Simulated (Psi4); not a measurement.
Psi4 1.11, TPSS/def2-svp: Nb(NH)(Cl)(Me)2 ([CH3][Nb]([CH3])(=[NH])[Cl]), 12 atoms. The geometry is a generated start, not checked to be a minimum at this level.

```
Quantity                                              Value
--------------------------  -------------------------------
task                                                 energy
method                                                 tpss
basis                                              def2-svp
memory                                                 3 GB
maxiter                                                 100
keys of the molecule block                      symmetry c1
scf_type                                       df (default)
guess                        auto, which took SAD (default)
scf_initial_accelerator                     adiis (default)
e_convergence                               1e-06 (default)
d_convergence                               1e-06 (default)
dft_radial_points                              75 (default)
dft_spherical_points                          302 (default)
effective core potentials   those of the basis set, past Kr
basis functions                                         126
grid points                                          258918
```

```xyz
12

Nb     0.8576    -0.1332    -0.2405
N      0.3984    -1.0965    -1.6454
H      0.2856    -1.6660    -2.4854
Cl     2.7774     0.5306     0.6517
C     -0.4332     1.7042    -0.6182
H     -1.1166     1.8476     0.2322
H     -1.0359     1.6904    -1.5304
H      0.2241     2.5820    -0.6655
C     -0.3386    -1.2366     1.3520
H     -0.5356    -2.2923     1.1426
H     -1.3105    -0.7494     1.5146
H      0.2274    -1.1808     2.2923
```

Charge 0 and multiplicity 1 are set for this test and not shown to be the ground state.

One run each on 2 threads. Values of diis_max_vecs tried: 3, 6, 10 (default), 20.

Question: Predict the course of the SCF iterations along this series.

Answer: Fewest SCF iterations, within one of each other: 6 with 13, 10 (default) with 13, 20 with 12. The count rises to 29 at 3. All converge to one solution.

```json
[
 {"diis_max_vecs": "3", "SCF iterations": "29", "end": "same solution"},
 {"diis_max_vecs": "6", "SCF iterations": "13", "end": "same solution"},
 {"diis_max_vecs": "10 (default)", "SCF iterations": "13", "end": "same solution"},
 {"diis_max_vecs": "20", "SCF iterations": "12", "end": "same solution"}
]
```
